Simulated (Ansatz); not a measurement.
Base system: ZnGeP2 in the chalcopyrite structure (space group I-42d, No. 122; a = 5.4242 Å, c = 10.7095 Å).

Level of theory: PBEsol, PAW, 420 eV (Ansatz, a quantum-chemistry and plane-wave program; no spin-orbit coupling).

Base values:

| Item | Value |
|---|---|
| Shortest interatomic distance | 2.334 Å |

Now apply this change: full substitution Ge → Sn; the structure is relaxed again.

Problem. Estimate the effect on the shortest interatomic distance and electron mass.

Solution. The shortest interatomic distance grows by 0.027 Å (2.334 Å → 2.361 Å); the electron mass amounts to 0.070 mₑ along c, 0.066 mₑ across (at Γ).

The levels and masses belong to the bands next to the band gap. Masses are band curvatures over ±0.01 Å⁻¹ around the edge. No phonon test of stability was made.
